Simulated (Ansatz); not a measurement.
The starting structures come from a database of crystals and need not be the phases stable at ambient conditions.

Consider the following.

```yaml
crystal:
  lattice:
    - [5.10961, 0.00000, 0.00000]
    - [0.00000, 7.22608, 0.00000]
    - [2.55481, -3.61304, 2.55481]
  atoms:
    - { symbol: Na, position: [0.50000, 0.25000, 0.00000] }
    - { symbol: Ca, position: [0.50000, 0.75000, 0.00000] }
    - { symbol: H, position: [0.53476, 0.23262, 0.46524] }
    - { symbol: H, position: [0.00000, 0.76738, 0.00000] }
    - { symbol: H, position: [0.46524, 0.76738, 0.53476] }
    - { symbol: H, position: [0.00000, 0.23262, 0.00000] }
    - { symbol: H, position: [0.00000, 0.23262, 0.46524] }
    - { symbol: H, position: [0.00000, 0.76738, 0.53476] }
    - { symbol: Ir, position: [0.00000, 0.00000, 0.00000] }
```

Space group of this cell: F-43m. The cell is taken as given; by r2SCAN its mean pressure is -2.0 GPa.

Transport runs along the normal of the first two printed cell vectors, the (110) plane of the conventional cell.

No gap correction and no spin-orbit coupling; mid-gap values are interpolated between computed energies.

### Question
Give the band gap and the smallest decay constant κ at mid-gap that r2SCAN (Ansatz, an electronic-structure program) yields.

### Answer
Gap 3.75 eV on a 12×12×12 mesh; κ = 0.364 1/Å, at the zone centre.
